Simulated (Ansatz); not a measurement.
# A computed series for BaTiO3: response to strain

The parent structure is BaTiO$_{3}$ in the cubic perovskite structure (space group Pm-3m, No. 221; a = 4.019 Å).

Strains are applied to the cell and any free atomic positions relax.

Calculations: PBE (Ansatz, a first-principles code), without spin-orbit coupling.

Notes on the quantities. energy relative to the base: free energy F.

| isotropic strain (%) | energy relative to the base (meV/atom) |
|---|---|
| 0 | 0.0 |
| 0.6 | 2.1 |
| 1.2 | ? |
| 1.8 | 18.1 |
| 2.4 | 31.5 |
| 3 | 48.2 |

Problem. Fit ΔE = Aε² + Bε³ (ε in %) to the rows shown and predict the withheld row.

Solution. Least squares on the printed values gives A = 5.93 and B = -0.19 meV/atom (largest residual 0.0 meV/atom); this predicts 8.2 meV/atom, and the run gives 8.2 meV/atom, in agreement.

Stability against distortions was not tested. All final runs are without spin polarisation. Many cubic perovskites are stable only at high temperature; tilts and polar distortions were not tested. This is not the structure that BaTiO3 has at room temperature and ambient pressure.
